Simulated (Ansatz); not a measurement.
**Effect of isotropic strain +0.50 % on Pd**

Start from Pd in the fcc (Cu type) structure (space group Fm-3m, No. 225; a = 3.910 Å; relaxed with 0.1 eV smearing).

One thing is altered: every lattice vector is stretched by 0.50 %, atoms relaxed at fixed cell.

Level of theory: r2SCAN, PAW, 500 eV (Ansatz, an electronic-structure program; no spin-orbit coupling). Settings: 29×29×29 k-points, 0.1 eV Fermi–Dirac smearing.

The energy goes up by 1.9 meV/atom and the band gap remains zero.

Final structure:

```
Pd
1.0
    0.00000     1.96497     1.96497
    1.96497     0.00000     1.96497
    1.96497     1.96497     0.00000
Pd
1
Cartesian
  0.00000   0.00000   0.00000
```

Whether these cells are dynamically stable was not tested. All final runs are without spin polarisation. Pd has a high density of states at the Fermi level and may be magnetic at this level.
